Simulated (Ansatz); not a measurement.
The reference is ZnS in the zinc blende structure (space group F-43m, No. 216; a = 5.297 Å).

The values are results of plane-wave PAW DFT at the LDA level (Ansatz, a quantum-chemistry and plane-wave program, 420 eV), without spin-orbit coupling, not measurements.

Base values:

Gap character: direct at Γ

It is then changed as follows: cell and atoms relaxed at a pressure of 9 GPa.

Question: How does this affect the mean gap deformation potential ΔEg/Δln V and gap character?

Answer: The mean gap deformation potential ΔEg/Δln V amounts to -4.6 eV; the gap character remains direct at Γ.

Load acts through the strain it causes; cell and atoms are relaxed under it. Whether these cells are dynamically stable was not tested. Tetrahedral semiconductors of this kind turn to denser phases somewhere between about 1 and 50 GPa; those were not computed, so compressed cells here can lie past the real transition.
